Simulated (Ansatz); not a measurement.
**Pd3InN (model structure, started from the Ni3MgC type, Pm-3m, No. 221, 5 atoms in the cell): properties by level of theory**

```json
[
 {"level (code)": "LDA (Ansatz)", "lattice constant a (Å)": "4.107", "bulk modulus B0 (GPa)": "203", "cohesive energy (eV/atom)": "4.93"},
 {"level (code)": "PBE (Ansatz)", "lattice constant a (Å)": "4.209", "bulk modulus B0 (GPa)": "157", "cohesive energy (eV/atom)": "3.71"},
 {"level (code)": "r²SCAN (Ansatz)", "lattice constant a (Å)": "4.177", "bulk modulus B0 (GPa)": "173", "cohesive energy (eV/atom)": "3.93"}
]
```

Caveats: the bulk modulus is −V dP/dV from two relaxed cells at ±2 % in volume (LDA, PBE, r²SCAN). Ansatz's density-functional and Hartree–Fock values are scalar-relativistic unless marked +SOC, with PAW data made under PBE.

Free atoms are spin-polarised, in the lowest state found; at levels without +SOC their spin–orbit coupling is left out.

Computed values are for the static lattice.

A model structure was made by putting elements into a prototype or built by hand; it is no filed structure, need not be a known phase, and can be a saddle point held by its symmetry.

Ansatz is a program for electronic structure.
